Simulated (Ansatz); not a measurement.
An Ansatz (a first-principles code) run: FeSb2 with a change (↑↓↑↓ start, q = (0, 1/2, 0), 12 atoms); PBEsol, PAW, 420 eV (Ansatz; no spin-orbit coupling).

Input:

Ansatz 0.2 input:
```yaml
crystal:
  lattice:
    - [5.7729894299, 0, 0]
    - [0, 6.429417207, 0]
    - [0, 0, 3.1189590451]
  atoms:
    - { symbol: Fe, position: [0.5, 0, 0.5] }
    - { symbol: Fe, position: [0, 0.5, 0] }
    - { symbol: Sb, position: [0.6909788209, 0.6464534124, 0.5] }
    - { symbol: Sb, position: [0.3090211791, 0.3535465876, 0.5] }
    - { symbol: Sb, position: [0.8090211791, 0.1464534124, 0] }
    - { symbol: Sb, position: [0.1909788209, 0.8535465876, 0] }
basis: { ecutwfc: 420, ecutrho_ratio: 4, xc_grid: 2, fft_grid_basis: typed }
kpoints: { mp_grid: { grid: [8, 7, 15] } }
hamiltonian:
  xc: pbesol
  dispersion: none
  pseudopotentials: { kind: paw }
scf: { occupations: { method: fermi_dirac, width: 0.05 }, convergence: { dr2_threshold: 0.0000000006 } }
output: { forces: true, stress: true }
checkpoint: { write: state.ck, write_every: 1000 }
```

Output (explanatory and most iteration lines left out):

```
Pseudopotential: Fe, paw, valence charge 16
Pseudopotential: Sb, paw, valence charge 15
Crystal: 6 atoms, lattice volume = 115.766 Å³
Basis set: ecut = 420 eV, 2273 PW (Γ), exchange–correlation on 80×90×48 points (8 copies of the dense FFT grid, shifted against one another)
Bands: 52, of which v1, the nominal top of the filled ones, is band 46 counted from 1 (45 counted from 0)
Symmetry: 8 space group operations
Space group: Pnnm (ITA 58), of the structure as read, at distance tolerance 4.9e-5 Å
k-points: 160 of 840
Functional: x = pbesol(κ = 0.804, μ = 0.12345679012345678), c = pbesol(β = 0.046)
SCF iter   1: F=—  HF=-34530.639627 eV  |F-HF|=—  |Δ(HF+E_count)|=         —  Δρ=1.80e-2  dr2=3.32e-1  ethr=1.77e-3  ⟨swp⟩=6.6  Hψ=31620  notcnv=0
SCF iter   2: F=—  HF=-34530.611911 eV  |F-HF|=—  |Δ(HF+E_count)|=   2.77e-2  Δρ=5.92e-3  dr2=4.47e-2  ethr=3.61e-4  ⟨swp⟩=2.0  Hψ=10685  notcnv=0  defer=77
SCF 1 converged in 10 iterations: F = -34530.607910 eV  dr2 = 5.24e-10
SCF converged after 10 iterations
Free energy (F): -34530.607910 eV
Internal energy: -34530.592047 eV  (E = F + TS)
E sigma→0 (E₀):  -34530.599979 eV
Entropy (-TS):   -0.015863 eV (-2.644 meV/atom)
Fermi energy:    14.225930 eV
--- Forces (eV/Å), atoms counted from 1 ---
  atom   1  Fe     0.00000000     0.00000000     0.00000000
  atom   2  Fe     0.00000000    -0.00000000     0.00000000
  atom   3  Sb     0.00018014    -0.00040476    -0.00000000
  atom   4  Sb    -0.00018014     0.00040476     0.00000000
  atom   5  Sb    -0.00018014    -0.00040476     0.00000000
  atom   6  Sb     0.00018014     0.00040476    -0.00000000
--- Stress (GPa, compression-positive) ---
       -0.001435       0.000000      -0.000000
        0.000000       0.002105       0.000000
       -0.000000       0.000000      -0.000366
  P = ⅓ Tr σ = 0.0001 GPa (0.001 kbar)
```

Spin-orbit coupling, missing from the scalar runs, can matter with Sb. Whether these cells are dynamically stable was not tested. Starting moments died away, wholly or in part, for ↑↓↑↓ start, q = (0, 1/2, 0), 12 atoms; another magnetic solution may exist. The final runs are not spin-polarised. The cell was made from FeSb2 (space group Pnnm, No. 58; non-magnetic) by this change: ↑↓↑↓ start, q = (0, 1/2, 0), 12 atoms.
